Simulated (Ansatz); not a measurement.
The starting structures come from a database of crystals and need not be the phases stable at ambient conditions.

The decay constant κ of evanescent states in the gap governs leakage through a thin film.

Consider the following.

```
ZnH2O2
1.0
    5.19186     0.00000     0.00000
    0.00000     8.10778     0.00000
    0.00000     0.00000     4.87345
Zn H O
4 8 8
Cartesian
  4.41339   1.02004   4.55482
  0.77847   5.07393   2.75535
  3.37440   7.08774   2.11810
  1.81746   3.03385   0.31863
  0.74192   2.32158   3.11491
  4.44994   6.37547   4.19526
  1.85401   5.78620   0.67819
  3.33785   1.73231   1.75854
  2.93475   4.97145   3.92586
  2.25711   0.91756   3.38432
  4.85304   3.13633   1.48913
  0.33882   7.19022   0.94759
  2.02623   4.72692   4.23254
  3.16563   0.67303   3.07763
  0.56970   3.38086   1.79582
  4.62216   7.43475   0.64091
  0.88885   1.79774   3.94593
  4.30301   5.85163   3.36424
  1.70708   6.31004   1.50921
  3.48478   2.25615   0.92752
```

Space group of this cell: P2_12_12_1. The cell is taken as given; by PBEsol its mean pressure is 0.6 GPa.

Transport runs along the normal of the first two printed cell vectors.

The gap is the functional's own, uncorrected, and κ follows it; spin-orbit coupling is left out. Mid-gap values are interpolated between the computed energies.

Task: Compute, with Ansatz (a first-principles code) with PBEsol, the band gap and the smallest decay constant κ at mid-gap.

Result: Gap 3.09 eV on a 6×4×6 mesh; κ = 0.331 1/Å, at the zone centre.
